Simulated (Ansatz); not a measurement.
Base system: TaS$_{2}$ in the CdI2 type structure (space group P-3m1, No. 164; a = 3.332 Å, c = 5.785 Å; layered, stacked along the Cartesian z axis; relaxed with 0.1 eV smearing).

The values are results of Ansatz (a first-principles code), PBE-D3(BJ), PAW, cutoff 420 eV, spin-orbit coupling left out, earlier PAW set, not measurements.

Before the change:

- Pressure: 0.0 GPa

The change: an isotropic linear strain of −1.57 %, atoms relaxed at fixed cell.

**Question.** How does this affect the energy relative to the base?

**Answer.** The energy goes up by 8.1 meV/atom.

**Question.** Predict the new pressure.

**Answer.** The pressure (mean of the normal stresses, compression positive) goes from zero to 3.1 GPa.

**Question.** What does the calculation give for the largest internal atomic displacement after the change?

**Answer.** The largest internal atomic displacement is 0.042 Å.

Stability against distortions was not tested. The final runs are not spin-polarised. An odd electron count without spin: TaS2.
